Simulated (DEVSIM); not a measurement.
System: Schottky contact on p-type CdTe, at 300 K.

```tsv
layer (left to right)	material	thickness (μm)	Na (cm⁻³)	τn (s)	τp (s)
1	CdTe	1.70	2.4e15	6.5e-8	6.5e-8
```

Left contact: Schottky, work function 4.74 eV, emission velocity 2.5e6 cm/s. Right contact: ohmic. Voltage is applied to the left contact. Recombination: SRH at mid-gap, radiative, Auger. Mobility is constant in doping.

Constants are typed, rounded textbook-type inputs, not results; the design itself was drawn at random and stands for no fabricated device. Values at 300 K.

| parameter | CdTe |
|---|---|
| gap (eV) | 1.5 |
| affinity (eV) | 4.28 |
| permittivity | 10.2 |
| Nc (cm⁻³) | 8e17 |
| Nv (cm⁻³) | 1.8e19 |
| μn (cm²/Vs) | 1000 |
| μp (cm²/Vs) | 80 |
| B (cm³/s) | 1e-10 |
| Cn (cm⁶/s) | 1e-30 |
| Cp (cm⁶/s) | 1e-30 |

DEVSIM, 1D drift-diffusion, Boltzmann statistics, complete ionisation; no tunnelling, impact ionisation, image-force lowering or self-heating. Metal contacts follow the ideal Schottky-Mott rule: no Fermi-level pinning, no interface dipoles.

Question: Tabulate band edges, carrier densities and field at zero bias.

Answer: Energies count from the Fermi level of the right contact; mesh points crowd at the junctions.

```tsv
x (μm)	Ec (eV)	Ev (eV)	n (cm⁻³)	p (cm⁻³)	field (V/cm)
0.000	0.460	-1.040	1.5e10	< 1e2	26000
0.009229	0.484	-1.016	6.0e9	150	25000
0.02190	0.516	-0.984	1.7e9	520	25000
0.03682	0.552	-0.948	4.2e8	2200	24000
0.07046	0.631	-0.869	2.0e7	46000	23000
0.1060	0.710	-0.790	950000	960000	21000
0.1548	0.809	-0.691	21000	4.4e7	19000
0.2421	0.961	-0.539	< 1e2	1.6e10	16000
0.3417	1.094	-0.406	< 1e2	2.7e12	11000
0.4784	1.209	-0.291	< 1e2	2.3e14	5600
0.6394	1.259	-0.241	< 1e2	1.6e15	1300
0.9783	1.269	-0.231	< 1e2	2.4e15	19
1.181	1.269	-0.231	< 1e2	2.4e15	≈ 0
1.329	1.269	-0.231	< 1e2	2.4e15	≈ 0
1.458	1.269	-0.231	< 1e2	2.4e15	≈ 0
1.531	1.269	-0.231	< 1e2	2.4e15	≈ 0
1.583	1.269	-0.231	< 1e2	2.4e15	≈ 0
1.618	1.269	-0.231	< 1e2	2.4e15	≈ 0
1.656	1.269	-0.231	< 1e2	2.4e15	≈ 0
1.674	1.269	-0.231	< 1e2	2.4e15	≈ 0
1.688	1.269	-0.231	< 1e2	2.4e15	≈ 0
1.700	1.269	-0.231	< 1e2	2.4e15	≈ 0
```
